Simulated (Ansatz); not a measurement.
For Sn (model structure, started from the Si type, Cmcm, No. 63, 12 atoms in the cell), PBEsol in Ansatz (plane waves, PAW) gives:

```
Property                Value
---------------  ------------
cohesive energy  3.47 eV/atom
band gap              0.00 eV
```

Q: What does r²SCAN in Ansatz (PAW) give for the same quantities?

A: 
- cohesive energy: 3.18 eV/atom (shrinks by 0.29 eV/atom)
- band gap: 0.12 eV (rises by 0.12 eV)

Changes are worked out from the printed values.

Unless a cell is named, each level is at its own relaxed cell (PBEsol 37.64, r²SCAN 38.14 Å³/atom).

Levels without +SOC leave out spin–orbit coupling, which shifts energies and cells of such heavy elements.

Spin–orbit coupling is included only where a level's name says +SOC; with heavier elements it mostly lowers gaps and can invert bands. A gap of zero means that the bands touch or overlap. Density-functional gaps are differences of (generalised) Kohn–Sham levels.

Ansatz's density-functional and Hartree–Fock values are scalar-relativistic unless marked +SOC, with PAW data made under PBE.

A model structure was made by putting elements into a prototype or built by hand; it is no filed structure, need not be a known phase, and can be a saddle point held by its symmetry.

Ansatz is a first-principles code.
